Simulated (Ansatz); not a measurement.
The starting structures come from a database of crystals and need not be the phases stable at ambient conditions.

Evanescent states of CdHClO (P6_3mc, not sure to be the ambient phase, 8 atoms a cell, 15.1 Å³ an atom) along the normal of (110)

These are r2SCAN (plane waves, PAW; Ansatz, a first-principles code) values and carry that method's errors.

The gap is the functional's own. No spin-orbit coupling. Mid-gap values are interpolated on the energy grid.

Energies count from the valence-band top; κ is the least over a 6×4 mesh across the current.

| E (eV) | κ (1/Å) | where |
|---|---|---|
| 0.07 | 0.109 | off Γ |
| 0.23 | 0.173 | off Γ |
| 0.38 | 0.213 | off Γ |
| 0.53 | 0.241 | off Γ |
| 0.68 | 0.262 | off Γ |
| 0.82 | 0.279 | off Γ |
| 0.97 | 0.287 | Γ |
| 1.12 | 0.288 | Γ |
| 1.27 | 0.288 | Γ |
| 1.43 | 0.286 | Γ |
| 1.57 | 0.282 | Γ |
| 1.73 | 0.276 | Γ |
| 1.88 | 0.268 | Γ |
| 2.02 | 0.258 | Γ |
| 2.17 | 0.245 | Γ |
| 2.33 | 0.230 | Γ |
| 2.48 | 0.212 | Γ |
| 2.62 | 0.189 | Γ |
| 2.77 | 0.160 | Γ |
| 2.92 | 0.121 | Γ |
| 3.08 | 0.051 | Γ |

### Question
How thick must the barrier be to attenuate the transmission by 10^4 when the electrodes' Fermi level lies at 0.82 eV, and what attenuation does that film give at 0.53 eV?

### Answer
d = 4 ln 10 / (2 × 0.279) = 16.5 Å. At 0.53 eV it gives 4 × 0.241/0.279 = 3.5 decades.
